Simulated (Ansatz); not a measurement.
C (model structure, P6/mmm, No. 191, 12 atoms in the cell)

These are r²SCAN in Ansatz (plane waves, PAW) values and carry that method's errors.

Numerical settings: plane-wave cutoff 560 eV, 12×12×16 k mesh (along the axes of the cell as run), Fermi–Dirac smearing 0.05 eV, scalar-relativistic PAW data made under PBE.

Cell (relaxed at this level):

```xyz
12
Lattice="6.8521 0.0000 0.0000 -3.4260 5.9341 0.0000 0.0000 0.0000 3.7846" Properties=species:S:1:pos:R:3 pbc="T T T"
C      1.4184     0.0000     0.0000
C      2.8195     0.0000     0.0000
C      0.7092     1.2283     0.0000
C      1.4098     2.4418     0.0000
C     -0.7092     1.2283     0.0000
C     -1.4098     2.4418     0.0000
C      5.4337     0.0000     0.0000
C      4.0325     0.0000     0.0000
C      2.7168     4.7057     0.0000
C      2.0163     3.4923     0.0000
C     -2.7168     4.7057     0.0000
C     -2.0163     3.4923     0.0000
```

```
Quantity  Result
--------  ------
band gap    none
```

Note: the relaxation could raise the start's symmetry but not lower it, so the cell can be a saddle point.

The computed numbers hold no vibrational or temperature effects.

Computing time: about 11 core-minutes (a rough figure).

A model structure was made by putting elements into a prototype or built by hand; it is no filed structure, need not be a known phase, and can be a saddle point held by its symmetry.

Ansatz is a first-principles code.
